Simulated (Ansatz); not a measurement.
Base system: MgTe in the zinc blende structure (space group F-43m, No. 216; a = 6.509 Å).

Calculations: PBE, PAW, 420 eV (Ansatz, a quantum-chemistry and plane-wave program; no spin-orbit coupling).

Before the change:

The electron mass comes out as 0.17 mₑ (at Γ) and the valley order is Γ 2.33 eV; X along ⟨100⟩ 2.88 eV; L along ⟨111⟩ 3.17 eV.

It is then changed as follows: an isotropic linear strain of +1.50 %; the atoms relax in the strained cell.

Task: What does the calculation give for the mean gap deformation potential ΔEg/Δln V after the change?

Result: The mean gap deformation potential ΔEg/Δln V amounts to -4.3 eV.

Task: How does this affect the electron mass?

Result: The electron mass changes from 0.17 mₑ (at Γ) to 0.16 mₑ (at Γ).

Task: Estimate the effect on the energy relative to the base.

Result: The energy rises by 7.1 meV/atom.

Task: How does this affect the valley order?

Result: The valley order (the lowest conduction-band minima on the path, energy above the VBM, named in the base's zone) changes from Γ 2.33 eV; X along ⟨100⟩ 2.88 eV; L along ⟨111⟩ 3.17 eV to Γ 2.14 eV; X along ⟨100⟩ 2.94 eV; L along ⟨111⟩ 3.06 eV.

Spin-orbit coupling, missing from the scalar runs, can matter with Te. Masses are band curvatures over ±0.01 Å⁻¹ around the edge. No phonon test of stability was made.
